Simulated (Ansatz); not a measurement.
**Pressure series in NiSi**

Consider NiSi (space group Pnma, No. 62; non-magnetic).

```yaml
crystal:
  lattice:
    - [5.11890, 0.00000, 0.00000]
    - [0.00000, 3.34227, 0.00000]
    - [0.00000, 0.00000, 5.56343]
  atoms:
    - { symbol: Ni, position: [0.50768, 0.25000, 0.68874] }
    - { symbol: Ni, position: [0.00768, 0.25000, 0.81126] }
    - { symbol: Ni, position: [0.49232, 0.75000, 0.31126] }
    - { symbol: Ni, position: [0.99232, 0.75000, 0.18874] }
    - { symbol: Si, position: [0.67882, 0.25000, 0.08342] }
    - { symbol: Si, position: [0.17882, 0.25000, 0.41658] }
    - { symbol: Si, position: [0.32118, 0.75000, 0.91658] }
    - { symbol: Si, position: [0.82118, 0.75000, 0.58342] }
```

Cell and atoms are relaxed at each pressure.

Level of theory: r2SCAN (Ansatz, a quantum-chemistry and plane-wave program, PAW, no spin-orbit coupling).

Notes on the quantities. enthalpy: H = E + PV relative to the base's energy.

```csv
variant,enthalpy,shortest interatomic distance,density
base,–,2.264 Å,6.06 g/cm³
pressure 0.3 GPa,+0.02 eV/atom,2.263 Å,6.07 g/cm³
pressure 0.7 GPa,+0.05 eV/atom,2.262 Å,6.08 g/cm³
pressure 1.5 GPa,+0.11 eV/atom,2.260 Å,6.11 g/cm³
pressure 3 GPa,+0.22 eV/atom,2.256 Å,6.15 g/cm³
pressure 5 GPa,+0.37 eV/atom,2.250 Å,6.22 g/cm³
pressure 7.5 GPa,+0.55 eV/atom,2.244 Å,6.30 g/cm³
pressure 10 GPa,+0.72 eV/atom,2.238 Å,6.37 g/cm³
```

Load acts through the strain it causes; cell and atoms are relaxed under it. Whether these cells are dynamically stable was not tested. Competing high-pressure phases were not computed. Seeded moments were not kept for the base. All final runs are without spin polarisation.
